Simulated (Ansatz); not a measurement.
Here is the system:

```
CdTe
1.0
    0.00000     3.43498     2.97097
    3.43498     0.00000     2.97097
    3.43498     3.43498     0.00000
Cd Te
1 1
Cartesian
  0.00000   0.00000   0.00000
  1.71749   1.71749   1.48549
```

Method: r2SCAN with spin-orbit coupling, rigid bands (plane waves, PAW; Ansatz, a quantum-chemistry and plane-wave program). Condition of this run: biaxial stress in (001) of -2 GPa (compression positive) (the target of the relaxation). Cell: cell and atoms relaxed with PBEsol, then loaded as said.

Question: What conductivity effective mass do dilute electrons have at 300 K?

Answer: 0.092 (x), 0.092 (y), 0.087 (z) mₑ.

Question: What conductivity effective mass do dilute holes have at 300 K?

Answer: 0.55 (x), 0.55 (y), 0.180 (z) mₑ.

Question: And the band gap?

Answer: 0.72 eV at this level; semilocal functionals usually fall short of the measured gap.

Rigid bands, one relaxation time for all states, no polarons. Geometry: cell and atoms relaxed with PBEsol.
